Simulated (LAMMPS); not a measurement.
Size effects in liquid Rh (fcc) at 2460 K and zero pressure.

Level of theory: classical MD, pair style meam, file library.meam (library.meam-Rh) (LAMMPS).

```csv
atoms,volume,first peak of g(r),D(Rh),viscosity,rough cost (core-seconds per simulated ps)
108,16.88 ± 0.02 Å³/atom,"2.72 Å, height 3.7",(1.4 ± 0.1) × 10^-5 cm²/s,-,0.4
256,17.03 ± 0.02 Å³/atom,"2.72 Å, height 3.5",(1.7 ± 0.1) × 10^-5 cm²/s,12.1 ± 0.8 mPa s,0.6
2048,17.01 ± 0.01 Å³/atom,"2.71 Å, height 3.5",(1.71 ± 0.02) × 10^-5 cm²/s,11 ± 1 mPa s,4
```

Periodic images slow diffusion in small cells, by a term that falls as 1/L. Costs are rough.

Caution: the potential MEAM library.meam-Rh is a first-neighbour MEAM set with a 4 Å cutoff, used here without a parameter file and away from the static properties it was fitted to.

Caution: this liquid lies under the melting point of about 2950 K that MEAM library.meam-Rh gives, so it is undercooled.

Errors of D are the spread over four groups of atoms in one short run; a floor of about 5 %, a picked value, is safer.

The ± values are statistical; the model's systematic error is not in them.
